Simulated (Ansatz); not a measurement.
**BN: energy against volume**

BN (wurtzite, P6_3mc, 5.755 Å³/atom and stress up to 0.01 GPa in the relaxed cell, c along z) under hydrostatic pressure, with the cell free. LDA in Ansatz, a plane-wave DFT program (PAW, default set), 420 eV, 15×15×8 Γ-centred mesh, Fermi-Dirac smearing 0.05 eV; ions are relaxed, or left where forces stay under 0.02 eV/Å, within the symmetry of each cell.

Here V stands for volume and E for E less E0.

| volume (Å³/atom) | E less E0 (meV/atom) | pressure (GPa) |
|---|---|---|
| 5.7839 | 0.17 | -2.00 |
| 5.7694 | 0.04 | -1.00 |
| 5.7550 | 0.00 | 0.00 |
| 5.7421 | 0.04 | 0.90 |
| 5.7252 | 0.19 | 2.10 |
| 5.6922 | 0.89 | 4.50 |
| 5.6323 | 3.40 | 9.00 |
| 5.5569 | 9.03 | 15.00 |
| 5.3864 | ? | ? |

Fit E of the 8 rows that show it with the third-order Birch-Murnaghan form, a cubic in V^(-2/3). With u = V^(-2/3) - 0.3132, the rows have u = -0.0028492, -0.0023295, -0.0018111, -0.0013449, -0.0007315, 0.0004750, 0.0026950, 0.0055461. Least squares gives E = 0.556 + 609.0·u + 166037·u² - 65129·u³. Residuals (row less fit): 0.000, 0.001, 0.002, 0.003, -0.009, 0.007, -0.002, 0.000; standard error 0.006 (degrees of freedom: 4). Its minimum lies at u = -0.0018320, so V0 = (0.3113680)^(-3/2) = 5.756. There d²E/du² = 332800 and d³E/du³ = -390800, so B0 = (4/9) × 5.756^(-7/3) × 332800 × 0.160218 = 399 GPa (the last factor turns the table's units into GPa), and B0' = 4 + (2/3) × 0.3113680 × (-390800)/332800 = 3.8. B0' rests on the cubic coefficient alone and has a standard error of 0.6 from these residuals.

Question: What does the fit predict for E at V = 5.3864, and how far is the calculated value from it?

Answer: u = 0.0122375, so E = 0.556 + 609.0 × 0.0122375 + 166037 × 0.0122375² - 65129 × 0.0122375³ = 32.754 meV/atom. The calculation gives 32.79 meV/atom, 0.036 meV/atom above the prediction (0.1 % of the range of E in the table). The row lies outside the fitted rows, so this is an extrapolation. From the scatter of the fitted rows alone, a prediction at this place has a standard error of 0.195 meV/atom, so the miss is 0.2 times that.

Other structures, which can take over under pressure, weren't tried. The same form fitted to the pressure column gives B0' = 3.6; series where the two differ by over 0.4 aren't shown. BN is here a metastable high-pressure form. Rows are the converged runs of the series near zero and its far end, less any whose ions stayed unrelaxed beside relaxed ones; series whose fitted rows scatter by over a few per cent of the range, as at a crossing or softening among them, aren't shown in this form.
